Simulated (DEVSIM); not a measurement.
Device: illuminated Si n-on-p cell, one wavelength, at 300 K.

Layer 1 from the left is Si, thickness (μm) 0.130, Nd (cm⁻³) 1.2e18, τn (s) 4.7e-5, τp (s) 6.1e-7, absorption coefficient (cm⁻¹) 340. Layer 2 from the left is Si, thickness (μm) 46.0, Na (cm⁻³) 1.2e16, τn (s) 6.1e-5, τp (s) 6.1e-5, absorption coefficient (cm⁻¹) 340.

Left contact: ohmic, minority hole recombination velocity 7000 cm/s. Right contact: ohmic, minority electron recombination velocity 10000 cm/s. Voltage is applied to the left contact. Recombination: SRH at mid-gap, radiative, Auger. Gap narrowing is on: ΔEg = 6.92 meV × (l + √(l² + 0.5)), l = ln(N/1.3e17 cm⁻³), shared equally by both band edges. Light enters at the left, 2.4e15 photons cm⁻² s⁻¹, one pass, no reflection. Mobility is μmin + (μ − μmin)/(1 + (N/Nref)^α).

Constants are typed, rounded textbook-type inputs, not results; the design itself was drawn at random and stands for no fabricated device. Values at 300 K.

Si: gap (eV) 1.124, affinity (eV) 4.05, permittivity 11.7, Nc (cm⁻³) 2.86e19, Nv (cm⁻³) 3.1e19, μn (cm²/Vs) 1417, μp (cm²/Vs) 470, μn,min 52, μp,min 45, Nref,n 9.7e16, Nref,p 2.2e17, αn 0.68, αp 0.72, B (cm³/s) 4.7e-15, Cn (cm⁶/s) 2.8e-31, Cp (cm⁶/s) 9.9e-32.

Simulated with DEVSIM: 1D drift-diffusion, Boltzmann statistics, complete ionisation; no tunnelling, impact ionisation, image-force lowering or self-heating.

Task: What does the simulation give for the share of generated pairs collected at short circuit, the open-circuit voltage, the fill factor?

Result: share of generated pairs collected at short circuit 0.775; open-circuit voltage 0.449 V; fill factor 0.79.
